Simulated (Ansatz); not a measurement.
Results of dielectric-dependent PBEsol hybrid (PAW; Ansatz, a quantum-chemistry and plane-wave program) for Ag2S (within 0.1 Å of Cmcm, No. 63, 6 atoms in the cell; start mp-556225; a measured phase of this formula has another space group).

Settings: plane-wave cutoff 460 eV, 6×4×6 k mesh (along the axes of the cell as run), Fermi–Dirac smearing 0.01 eV, no spin polarisation, scalar-relativistic PAW data made under PBE.

Cell (relaxed with PBEsol):

Ag2S has the orthorhombic space group Cmcm (No. 63), Pearson symbol oS12. Lattice parameters: a = 4.657 Å, b = 6.926 Å, c = 7.205 Å, α = β = γ = 90.00°. Ag1 on 4c has 2 S at 2.472 Å and 1 S at 2.634 Å (trigonal planar). Ag2 on 4b is surrounded by 2 S at 2.394 Å (linear). S on 4c sees 4 Ag at 2.394–2.472 Å and 1 Ag at 2.634 Å. (Neighbours: up to the widest gap in distance over summed covalent radii, below 1.35, at either atom; cation-cation and far metal-metal contacts left out.)
(The calculation used a cell of 6 atoms; values per cell refer to that cell.)

Question: What does this level give for the band gap?

Answer: 
- band gap = 1.59 eV (on the SCF k mesh)

Note: cell and atoms aren't relaxed at this level (pressure 0.4 GPa).

Spin–orbit coupling is not included.

Computed values are for the static lattice.

A start named mp-… is a Materials Project structure, which need not be a measured phase.
